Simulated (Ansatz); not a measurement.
## TlCl: energy against strain

TlCl (CsCl type, Pm-3m, 26.775 Å³/atom at rest, cube axes along x, y and z) under a strain ε along a cube axis (axis z), the other axes held. PBEsol in Ansatz, a plane-wave DFT program (PAW, default set), 420 eV, 9×9×9 Γ-centred mesh, Fermi-Dirac smearing 0.05 eV; ions are relaxed within the symmetry of each cell.

Here s stands for strain and y for E less E0.

```csv
strain (%),E less E0 (meV/atom)
-3.00,?
-1.50,0.90
-1.00,0.39
-0.50,0.10
0.00,0.00
0.50,0.10
1.00,0.40
1.50,0.89
```

Task: Fit y against s with a parabola, and predict the withheld value at s = -3.00.

Result: Least squares gives y = 0.000 - 0.0007·s + 0.3976·s². Residuals (row less fit): 0.004, -0.008, 0.000, 0.000, 0.001, 0.003, -0.004; standard error 0.005 (degrees of freedom: 4). Twice the quadratic coefficient over the volume, 2 × 0.3976 meV × 10⁴ × 0.1602 / 26.775 Å³, is the elastic constant C11 = 48 ± 0.3 GPa. At the withheld row, y = 0.000 - 0.0007 × (-3.0) + 0.3976 × (-3.0)² = 3.580 meV/atom. The calculation gives 3.72 meV/atom, 0.140 meV/atom above the prediction (3.8 % of the range of y in the table). The row lies outside the fitted rows, so this is an extrapolation. The fitted rows scatter only by rounding.

One order more, fitted to all 13 runs of the series, follows each within 0.01, so the miss is the next term of a smooth law. The primitive cell can neither tilt nor turn polar against its symmetry, as such crystals can under strain. Rows are the converged runs of the series near zero and its far end; series whose fitted rows scatter by over a few per cent of the range, as at a crossing or softening among them, aren't shown in this form. Most that stay on the fit to the last digits aren't either.
